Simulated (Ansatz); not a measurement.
Ga on the O site (Ga_O) (beta Ga2O3 host)

Calculation: PBE, PAW (plane waves to 420 eV; Ansatz, a first-principles code). Cell: 120 sites, 1×3×2 repeats of a cell of 20 atoms; final energies on a 2×2×2 shifted mesh. Site at the start: the O(1) site. Charged cells carry a point-charge image correction with potential alignment at far atoms. Dielectric constants: PBE linear response of the host. Host gap at this level: 2.01 eV. Finite-size and sampling errors can reach tenths of an eV here. PBE underestimates the host's gap, which shifts levels and can delocalise carriers. Spin–orbit coupling is left out. Each state is the lowest found from its start.

Formation energies E_f are given with the Fermi level at the valence-band maximum. Chemical conditions: Ga-rich (Δμ(Ga) = 0.00 eV, Δμ(O) = -3.04 eV; only phases computed here count, gases as isolated molecules at 0 K); O-rich (Δμ(Ga) = -4.56 eV, Δμ(O) = 0.00 eV; only phases computed here count, gases as isolated molecules at 0 K). Reference phases: Ga: alpha gallium, O: O2 molecule in a box.

In at least one state atoms left their starting sites on relaxation (a large move, or an atom on the emptied site), so the name describes the start.

Charges with a result: +4, +3, +2, +1, 0. Others weren't obtained, and one of them could lie lower, also by skipping a charge.

```json
[
 {"charge": "+4*", "moment (μB)": "1.0", "point group": "Cs", "largest move off a lattice site (Å)": "1.63", "image correction with alignment (eV)": "–", "E_f, Ga-rich (eV)": "–", "E_f, O-rich (eV)": "–"},
 {"charge": "+3", "moment (μB)": "not spin-polarised", "point group": "Cs", "largest move off a lattice site (Å)": "1.60", "image correction with alignment (eV)": "1.46", "E_f, Ga-rich (eV)": "-2.76", "E_f, O-rich (eV)": "4.84"},
 {"charge": "+2*", "moment (μB)": "quenched", "point group": "Cs", "largest move off a lattice site (Å)": "1.60", "image correction with alignment (eV)": "–", "E_f, Ga-rich (eV)": "–", "E_f, O-rich (eV)": "–"},
 {"charge": "+1*", "moment (μB)": "not spin-polarised", "point group": "Cs", "largest move off a lattice site (Å)": "1.60", "image correction with alignment (eV)": "–", "E_f, Ga-rich (eV)": "–", "E_f, O-rich (eV)": "–"},
 {"charge": "0†", "moment (μB)": "1.0", "point group": "–", "largest move off a lattice site (Å)": "1.58", "image correction with alignment (eV)": "0.00", "E_f, Ga-rich (eV)": "4.71", "E_f, O-rich (eV)": "12.31"}
]
```

* At this level the carrier isn't localised at the defect: at charge +4 holes occupy the valence band; at charge +2 electrons occupy the conduction band; at charge +1 electrons occupy the conduction band. Such a state is shallow or no state of the defect, and this cell gives it no level.

† Not settled in this cell, so no level is given: charge 0: level within 0.1 eV of a band edge or past it.

Point groups are those of the whole cell at tolerances of 0.03 and 0.1 Å ("near" where only the looser one holds); none is given for unsettled states.

Starting moments that weren't kept: charge +2 began with 1 μB and ended with 0.0.

Not the lowest form: the same atoms on another site or from another start ended lower, by 0.28 eV at charge +3.

Flagged in the runs: a doubtful potential alignment, a host whose relaxation on this sampling wasn't shown to rest.
